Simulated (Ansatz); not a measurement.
The reference is SnO₂ in the rutile structure (space group P4_2/mnm, No. 136; a = 4.828 Å, c = 3.238 Å). Axes: x, y, z lie along a, b, c of the conventional cell.

Computed with PBE, PAW, 420 eV (Ansatz, an electronic-structure program; no spin-orbit coupling).

Before the change:

- Band gap: 0.68 eV

It is then changed as follows: biaxial strain +1.20 %, plane normal [001], relaxed out of plane (Cartesian); in-plane vectors clamped, the third vector and the atoms free.

Task: What happens to the band gap?

Result: The band gap decreases by 0.08 eV, from 0.68 eV to 0.60 eV.

Task: How does this affect the ratio −ε⊥/ε∥?

Result: The ratio −ε⊥/ε∥ amounts to 0.64.

Task: How does this affect the hole mass?

Result: The hole mass comes out as 2.0 mₑ out of plane, 1.3 mₑ in plane (at Γ).

Masses are band curvatures over ±0.01 Å⁻¹ around the edge. Whether these cells are dynamically stable was not tested.
